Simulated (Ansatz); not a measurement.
**Electron-phonon data for Sc3BSn (Pm-3m)**

Data:

```
Sc3SnB
1.0
    4.60234     0.00000     0.00000
    0.00000     4.60234     0.00000
    0.00000     0.00000     4.60234
Sc Sn B
3 1 1
Direct
  0.50000   0.00000   0.50000
  0.00000   0.50000   0.50000
  0.50000   0.50000   0.00000
  0.00000   0.00000   0.00000
  0.50000   0.50000   0.50000
```

Method: PBEsol, DFPT electron-phonon coupling, linearised Boltzmann equation (plane waves, PAW, scalar-relativistic; Ansatz, a first-principles code). How the cell was made: relaxed with this functional, without spin-orbit coupling.

```yaml
resistivity at 300 K: 55 μΩ·cm
drude_plasma_energy: 1.58 eV
```

A metal at this level (no band gap). Only scattering by harmonic phonons is included (no impurities, grain boundaries, electron-electron scattering or thermal expansion). Spin-orbit coupling is left out. Few carriers conduct, so the values hang on small band overlaps. Halving the electron mesh (20x20x20) moves the resistivity by up to 15 % at 300 K. Smearing 0.20 eV; phonons on a 3x3x3 q mesh, which this run doesn't test.

Formula and space group known from diffraction (Crystallography Open Database), not checked to be the room-temperature form: Sc3BSn (Pm-3m).
